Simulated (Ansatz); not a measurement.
Seebeck coefficient (μV/K, mean over directions) of p-type SrTiO3 (Pm-3m) against carrier density, PBEsol with spin-orbit coupling, rigid bands (Ansatz, a program for electronic structure). Computed gap 1.84 eV; densities at which minority carriers matter at this gap, or further valleys turn the trend, are left out. Conductivity mass 1.86 mₑ (harmonic mean over directions), N_v = 2.4e20 cm⁻³ at 300 K.

```
hole density  300 K  500 K
------------  -----  -----
1e16 cm⁻³      1108   1177
1e17 cm⁻³       910    978
1e18 cm⁻³       712      ?
3e18 cm⁻³       617      ?
1e19 cm⁻³       514    581
3e19 cm⁻³       420    487
1e20 cm⁻³         ?    384
3e20 cm⁻³       231    292
1e21 cm⁻³       145    195
```

Task: Complete the blanks.

Result: 
- 1e18 cm⁻³, 500 K: 780
- 3e18 cm⁻³, 500 K: 685
- 1e20 cm⁻³, 300 K: 319

Rigid bands with a gap fixed in temperature, one relaxation time for all states, no polarons or phonon drag, and whether or not such doping can be reached.
